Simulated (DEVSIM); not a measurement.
System: Schottky contact on p-type CdTe, at 300 K.

Layer 1 from the left is CdTe, thickness (μm) 0.340, Na (cm⁻³) 2.4e15, τn (s) 6.5e-8, τp (s) 6.5e-8.

Left contact: Schottky, work function 4.74 eV, emission velocity 2.5e6 cm/s. Right contact: ohmic. Voltage is applied to the left contact. Recombination: SRH at mid-gap, radiative, Auger. Mobility is constant in doping.

This is a model device: material constants are rounded textbook-type values typed into the input, and sizes, dopings and lifetimes were drawn at random. Values at 300 K.

CdTe: gap (eV) 1.5, affinity (eV) 4.28, permittivity 10.2, Nc (cm⁻³) 8e17, Nv (cm⁻³) 1.8e19, μn (cm²/Vs) 1000, μp (cm²/Vs) 80, B (cm³/s) 1e-10, Cn (cm⁶/s) 1e-30, Cp (cm⁶/s) 1e-30.

Model (solved in DEVSIM): 1D drift-diffusion, Boltzmann statistics, complete ionisation; no tunnelling, impact ionisation, image-force lowering or self-heating. Metal contacts follow the ideal Schottky-Mott rule: no Fermi-level pinning, no interface dipoles.

Dark forward current:

| |V| (V) | |J| (A/cm²) |
|---|---|
| 0.05 | 7.628e-11 |
| 0.10 | 5.598e-10 |
| 0.15 | 3.734e-9 |
| 0.20 | 2.479e-8 |
| 0.25 | 1.647e-7 |
| 0.30 | 1.093e-6 |
| 0.35 | 7.225e-6 |
| 0.40 | 4.752e-5 |
| 0.45 | 0.0003103 |
| 0.50 | 0.002005 |
| 0.55 | 0.01276 |
| 0.60 | 0.07911 |
| 0.65 | 0.4656 |
| 0.70 | 2.436 |
| 0.75 | 9.933 |
| 0.80 | 28.12 |
| 0.85 | 57.31 |
| 0.90 | 93.85 |
| 0.95 | 134.4 |
| 1.00 | 177.0 |
| 1.05 | 220.8 |
| 1.10 | 265.1 |
| 1.15 | 309.7 |
| 1.20 | 354.6 |
| 1.25 | 399.5 |
| 1.30 | 444.6 |

Work out the local ideality factor n = ΔV / (kT/q · ln(J2/J1)) between the rows 0.15 and 0.20 V, 0.20 and 0.25 V, 1.25 and 1.30 V.

kT/q = 25.85 mV. From 0.15 to 0.20 V: ln(2.479e-8/3.734e-9) = 1.893, n = 1.02, near the 1 of diffusion or emission over a barrier. From 0.20 to 0.25 V: ln(1.647e-7/2.479e-8) = 1.894, n = 1.02, near the 1 of diffusion or emission over a barrier. From 1.25 to 1.30 V: ln(444.6/399.5) = 0.107, n = 18.08; the layers' resistance at their doping, Σ W/(qμN) = 0.0011 Ω cm², would take 50 mV of this step of 50 mV.

Estimate the current at 0.35 V for emission alone, J0 = q v N_band exp(−φB/kT), and read the barrier back from the simulated current.

φB = 1.040 eV, N_band = 1.80e19 cm⁻³, J0 = 2.43e-11 A/cm²; J = J0 (exp(qV/kT) − 1) = 1.84e-5 A/cm². The simulation gives 7.23e-6 A/cm²; the estimate lies 160 % above. Read backwards, the simulated current gives an apparent barrier of 1.064 eV. The estimate leaves out transport through the depletion region and minority injection.
